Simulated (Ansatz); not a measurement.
# A computed series for Co: pressure series

Start from Co in the hcp (Mg type) structure (space group P6_3/mmc, No. 194; a = 2.457 Å, c = 3.969 Å; ferromagnetic).

Cell and atoms are relaxed at each pressure.

Calculations: PBEsol (Ansatz, a first-principles code, PAW, spin-orbit coupling left out).

Notes on the quantities. enthalpy: H = E + PV relative to the base's energy.

```tsv
variant	enthalpy	largest site moment	lattice parameter a
base	–	1.64 μB	2.457 Å
pressure −2 GPa	-0.13 eV/atom	1.65 μB	?
pressure −1 GPa	-0.06 eV/atom	1.65 μB	2.461 Å
pressure 0.3 GPa	+0.02 eV/atom	1.64 μB	2.456 Å
pressure 0.7 GPa	+0.05 eV/atom	1.64 μB	2.455 Å
pressure 1.5 GPa	+0.10 eV/atom	1.64 μB	2.452 Å
pressure 3 GPa	+0.19 eV/atom	1.63 μB	2.448 Å
pressure 5 GPa	+0.32 eV/atom	1.62 μB	?
pressure 7.5 GPa	+0.48 eV/atom	1.62 μB	2.434 Å
pressure 10 GPa	+0.64 eV/atom	1.61 μB	?
```

### Question
Some entries are withheld; estimate them.

### Answer

- pressure −2 GPa, lattice parameter a: 2.464 Å
- pressure 5 GPa, lattice parameter a: 2.441 Å
- pressure 10 GPa, lattice parameter a: 2.427 Å

Other magnetic orders, which the real material may have, were not ruled out. Load acts through the strain it causes; cell and atoms are relaxed under it. Whether these cells are dynamically stable was not tested. No other phases were tried under pressure. The base started in P-3m1 and relaxed to P6_3/mmc at this level.
